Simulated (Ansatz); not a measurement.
zincblende CdTe (F-43m) under uniaxial stress along [111]

Cell and atoms are relaxed with r2SCAN to each stress (compression positive); bands and masses by r2SCAN with spin-orbit coupling, rigid bands (plane waves, PAW; Ansatz, a quantum-chemistry and plane-wave program). Strains are changes of length against the unloaded cell.

CdTe is taken in the cubic space group F-43m (No. 216), the zinc blende structure, Pearson symbol cF8. Lattice parameters: a = b = c = 6.5577 Å, α = β = γ = 90.00°. Cd on 4a has 4 Te at 2.840 Å (tetrahedral). Te on 4d is surrounded by 4 Cd at 2.840 Å (tetrahedral). (Neighbours: up to the widest gap in distance over summed covalent radii, below 1.35, at either atom; cation-cation and far metal-metal contacts left out.)
(The calculation used a cell of 2 atoms; values per cell refer to that cell.)

```
stress (GPa)  strain [111] (%)  strain [1−10] (%)  gap (eV)  mean mₑ*
------------  ----------------  -----------------  --------  --------
-2.00                     3.81              -1.04     0.741     0.092
-1.00                     1.92              -0.54     0.830     0.093
0                            0                  0     0.906     0.094
1.00                     -1.97               0.58     0.878     0.096
2.00                     -4.06               1.21     0.839     0.100
```

[111] is the direction of the load; [11−2] strains as [1−10]. Masses are conductivity masses at 300 K in electron masses, harmonic means over x, y and z.

Task: From the two loads next to zero, find the Young modulus and the ratio of transverse to axial strain.

Result: Between -1.00 and 1.00 GPa the strain along [111] changes by -3.89 % and that along [1−10] by 1.12 %. The modulus is 2.00/0.0389 = 51 GPa and the ratio of the strains 0.29 (r2SCAN, atoms relaxed).

Task: How fast does the gap move on either side of zero load?

Result: Under tension, (0.830 − 0.906) eV over -1.00 GPa = 76 meV/GPa, or about -4.0 eV per unit strain; under compression, (0.839 − 0.906) eV over 2.00 GPa = -34 meV/GPa, or about 1.7 eV per unit strain. The two slopes part by 110 meV/GPa; gaps are resolved to about 0.01 eV, which allows 15 meV/GPa, so they differ, even in sign: the gap has a turning point near zero load.

Masses are those of dilute carriers in rigid bands with one relaxation time, without polarons. Third decimals of gaps are kept for the arithmetic. Every relaxation keeps the zincblende phase (space group R3m under this load), so a transition, a distortion that breaks the symmetry or fracture can't show.
